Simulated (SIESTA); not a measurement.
A self-consistent single point of V (Im-3m, 1 atom in the cell) with SIESTA.

Method of the run: GGA PBEsol, numerical atomic orbitals DZP, PseudoDojo PBEsol standard norm-conserving potentials (rewritten from UPF to PSML) (SIESTA).

```yaml
crystal:
  lattice:
    - [-1.50879, 1.50879, 1.50879]
    - [1.50879, -1.50879, 1.50879]
    - [1.50879, 1.50879, -1.50879]
  atoms:
    - { symbol: V, position: [0.00000, 0.00000, 0.00000] }
```

Reference input (self-consistent single point, DFT, GGA PBE, numerical atomic orbitals DZP, PseudoDojo PBE standard norm-conserving potentials (rewritten from UPF to PSML)): XC.functional = GGA; XC.authors = PBE; potentials = PseudoDojo PBE standard; PAO.BasisSize = DZP; PAO.EnergyShift = 0.005 Ry; MeshCutoff = 350 Ry; kgrid.MonkhorstPack = 15 15 15; OccupationFunction = FD; ElectronicTemperature = 1160.45 K; MaxSCFIterations = 150; SCF.Mixer.Method = Pulay; SCF.Mixer.Weight = 0.25. This run's input differs from it in these lines:

```diff
@@ -1,2 +1,2 @@
-# files in the folder: V.psml (PseudoDojo PBE standard)
+# files in the folder: V.psml (PseudoDojo PBEsol standard)
 SystemName  V
@@ -21,3 +21,3 @@
 XC.functional                GGA
-XC.authors                   PBE
+XC.authors                   PBEsol
 PAO.BasisSize                DZP
```

Log, with long lists cut:

```
        iscf     Eharris(eV)        E_KS(eV)     FreeEng(eV)     dDmax    Ef(eV) dHmax(eV)
   scf:    1    -1991.388108    -2004.464731    -2004.511162  1.067120 -6.525804  6.397297
   scf:    2    -2006.241591    -2005.488545    -2005.542307  0.137081 -7.214956  2.500875
   scf:    3    -2005.735453    -2005.670169    -2005.726920  0.081044 -7.682495  0.039559
   scf:    4    -2005.670536    -2005.670426    -2005.727031  0.003813 -7.668998  0.043349
   scf:    5    -2005.670529    -2005.670483    -2005.727070  0.004682 -7.678229  0.005816
   scf:    6    -2005.670469    -2005.670477    -2005.727071  0.000186 -7.680417  0.002545
   scf:    7    -2005.670491    -2005.670484    -2005.727071  0.000192 -7.679368  0.002909
   scf:    8    -2005.670477    -2005.670480    -2005.727071  0.000101 -7.679935  0.000006
   scf:    9    -2005.670480    -2005.670480    -2005.727071  0.000001 -7.679938  0.000005
SCF Convergence by DM+H criterion
max |DM_out - DM_in|         :     0.0000009099
max |H_out - H_in|      (eV) :     0.0000049680
SCF cycle converged after 9 iterations

Using DM_out to compute the final energy and forces

siesta: E_KS(eV) =            -2005.6705

siesta: E_KS - E_eggbox =     -2005.6705

siesta: Atomic forces (eV/Ang):
     1    0.000000    0.000000    0.000000
   Tot    0.000000    0.000000    0.000000
   Max    0.000000
   Res    0.000000    sqrt( Sum f_i^2 / 3N )
   Max    0.000000    constrained

Stress tensor Voigt[x,y,z,yz,xz,xy] (kbar):      116.55      116.55      116.55        0.08        0.08        0.08
(Free)E + p*V (eV/cell)    -2006.7265
Target enthalpy (eV/cell)    -2005.7271

siesta: Program's energy decomposition (eV):
siesta: FreeEng =     -2005.727071

siesta: Stress tensor (static) (eV/Ang**3):
   [... lines left out ...]
siesta: Cell volume =         13.738669 Ang**3
siesta:        -116.54590937       -116.54590937  kBar
   [... lines left out ...]
               3dz2    3dxz    3dx2-y2
   1 13.000   1.897   0.089   0.240   1.975   1.975   1.975   0.357   0.357
              0.357   0.935   0.935   0.794   0.935   0.794  -0.121  -0.121

             -0.126  -0.121  -0.126

mulliken: Qtot =       13.000

Mulliken Atomic Populations:
Atom #   charge [q] valence [e]  Species
     1     0.000000   13.000000  V
 Total     0.000000
```

The run converged in 9 iterations. Against the reference run the pressure goes from -4.81 to -11.65 GPa.

The starting cell has typed, rounded lattice constants, without a prior relaxation at this level. Its lattice was rescaled by a random factor within 2.5 % of one. Spin polarisation is off. Values carry the incompleteness of an atom-centred basis. With a pressure of about -12 GPa the cell is away from its equilibrium volume at this level.

Cost on one core of a shared machine: roughly 50 s.
